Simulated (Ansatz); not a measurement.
**BP under a change: electrons 1.0×10^22 cm⁻³**

Take BP in the wurtzite structure (space group P6_3mc, No. 186; a = 3.179 Å, c = 5.275 Å; a cell from a computed database, its experimental status unchecked) as the base.

The change: electron doping at 1.0×10^22 cm⁻³ (0.462 per cell), with a uniform compensating background at fixed cell and a 300 K Fermi–Dirac width.

Method: PBEsol/PAW in Ansatz (a quantum-chemistry and plane-wave program), scalar-relativistic without spin-orbit coupling. k-mesh 21×21×11 (Γ-centred); smearing 0.0259 eV (Fermi–Dirac).

The gap between the host's bands drops by 0.223 eV (0.83 eV → 0.60 eV) and the gap character remains indirect, Γ → K. The Fermi level relative to the doped band's edge (positive inside the band; to 0.05 eV) is +1.15 eV.

Final structure:

```
BP
1.0
    3.17935     0.00000     0.00000
   -1.58967     2.75339     0.00000
    0.00000     0.00000     5.27453
B P
2 2
Direct
  0.66667   0.33333   0.50164
  0.33333   0.66667   0.00164
  0.66667   0.33333   0.87336
  0.33333   0.66667   0.37336
```
Cell charge -0.461732.

Cost of the whole job for the changed cell (relaxation, final SCF and bands): very roughly 30 core-seconds.

Charged cell with a jellium background: band edges are those of the host's band count, energies are not comparable with the neutral cell, and many-body gap narrowing is missing. Stability against distortions was not tested. This is not the structure that BP has at room temperature and ambient pressure.
